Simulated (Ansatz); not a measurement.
F on the 1x1 (111) surface of fcc Ni, ferromagnetic, one in a 2x1 cell, energies for each (10.7 Å²). Energies are against ½ F2(g), without zero-point or thermal terms; each row is named by its start.

The numbers are results of PBE (plane waves to 420 eV, PAW; Ansatz, a first-principles code), not measurements.

Q: Which site binds most strongly?
A) hollow Ni-Ni-Ni over Ni at depth 2.0 Å
B) hollow Ni-Ni-Ni over Ni at depth 4.0 Å

A: B, hollow Ni-Ni-Ni over Ni at depth 4.0 Å. Adsorption energies: hollow Ni-Ni-Ni over Ni at depth 4.0 Å -2.60 eV; hollow Ni-Ni-Ni over Ni at depth 2.0 Å -2.48 eV.
